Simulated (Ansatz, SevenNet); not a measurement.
**Lattice constant a of W (model structure, started from the diamond type, Fd-3m, No. 227, 2 atoms in the cell) at several levels of theory**

No measured value is used here.

```json
[
 {"level (code)": "SevenNet-0", "value (Å)": "5.660"},
 {"level (code)": "SevenNet-l3i5", "value (Å)": "5.248"},
 {"level (code)": "LDA (Ansatz)", "value (Å)": "5.710"},
 {"level (code)": "PBEsol (Ansatz)", "value (Å)": "5.756"},
 {"level (code)": "r²SCAN (Ansatz)", "value (Å)": "5.791"}
]
```

Density-functional levels without +SOC have no spin–orbit coupling. SevenNet-l3i5: the cell moved over 20 % in volume from its start. LDA, PBEsol, r²SCAN: the run has no spin polarisation, so it can have missed a magnetic state. Cutoffs differ between the levels. Ansatz's density-functional and Hartree–Fock values are scalar-relativistic unless marked +SOC, with PAW data made under PBE.

Machine-learned potentials (SevenNet-0, SevenNet-l3i5) are trained on DFT data: a solid inside that data is no test of them.

A model structure was made by putting elements into a prototype or built by hand; it is no filed structure, need not be a known phase, and can be a saddle point held by its symmetry.

Ansatz is a quantum-chemistry and plane-wave program.
